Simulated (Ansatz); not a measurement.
How the band gap of CdS (model structure, started from the h-BN type, P6₃/mmc, No. 194, 4 atoms in the cell) moves with the method

No measured value is used here.

```tsv
level (code)	value (eV)
LDA (Ansatz)	0.74
PBEsol+SOC (Ansatz)	…
r²SCAN+SOC (Ansatz)	1.49 (indirect)
dielectric-dependent PBEsol hybrid (Ansatz)	1.88
HSE06+SOC (Ansatz)	…
PBE0 (Ansatz)	2.78
```

**Question.** What belongs in the gaps?

**Answer.** 
- PBEsol+SOC (Ansatz, a quantum-chemistry and plane-wave program), value (eV): 0.89 (indirect)
- HSE06+SOC (Ansatz), value (eV): 2.08 (indirect)

Computed values are for a static lattice. Spin–orbit coupling is included only where a level's name says +SOC; with heavier elements it mostly lowers gaps and can invert bands.  Values are at the PBE-D3(BJ) cell. Cutoffs and k meshes differ between the levels. Ansatz's density-functional and Hartree–Fock values are scalar-relativistic unless marked +SOC, with PAW data made under PBE.

A model structure was made by putting elements into a prototype or built by hand; it is no filed structure, need not be a known phase, and can be a saddle point held by its symmetry.
